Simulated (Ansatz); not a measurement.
GaN, pressure series

Consider GaN in the wurtzite structure (space group P6_3mc, No. 186).

```
GaN
1.0
    3.21861     0.00000     0.00000
   -1.60931     2.78740     0.00000
    0.00000     0.00000     5.24355
Ga N
2 2
Direct
  0.66667   0.33333   0.00096
  0.33333   0.66667   0.50096
  0.66667   0.33333   0.62424
  0.33333   0.66667   0.12424
```

Cell and atoms are relaxed at each pressure.

Levels (all Ansatz, an electronic-structure program, PAW, earlier PAW set): PBE (420 eV, no SOC); r2SCAN (500 eV, without spin-orbit coupling).

The base cell above is that of PBE; each level relaxes its own structures.

| case | band gap, PBE | band gap, r2SCAN |
|---|---|---|
| pressure −2 GPa | 1.63 eV | ? |
| pressure −1 GPa | 1.67 eV | 2.32 eV |
| pressure 3 GPa | 1.82 eV | ? |
| pressure 7 GPa | 1.96 eV | 2.58 eV |
| pressure 15 GPa | 2.20 eV | ? |
| pressure 30 GPa | 2.58 eV | 3.18 eV |
| pressure 50 GPa | 2.97 eV | 3.56 eV |
| pressure 75 GPa | 3.36 eV | 3.95 eV |
| pressure 100 GPa | 3.66 eV | ? |

### Question
What belongs in the blanks?

### Answer

- pressure −2 GPa, band gap, r2SCAN: 2.28 eV
- pressure 3 GPa, band gap, r2SCAN: 2.45 eV
- pressure 15 GPa, band gap, r2SCAN: 2.81 eV
- pressure 100 GPa, band gap, r2SCAN: 4.25 eV

PBE lies below r2SCAN in every row, by 0.59 eV to 0.65 eV. They put the cases in the same order.

Load acts through the strain it causes; cell and atoms are relaxed under it. No phonon test of stability was made. Measured, GaN leaves this structure (for rock salt) near 47 GPa (temperature not stated; as listed in Datta, Sujoy, Jana, Debnarayan, arXiv (2020)), on rising pressure, with hysteresis.
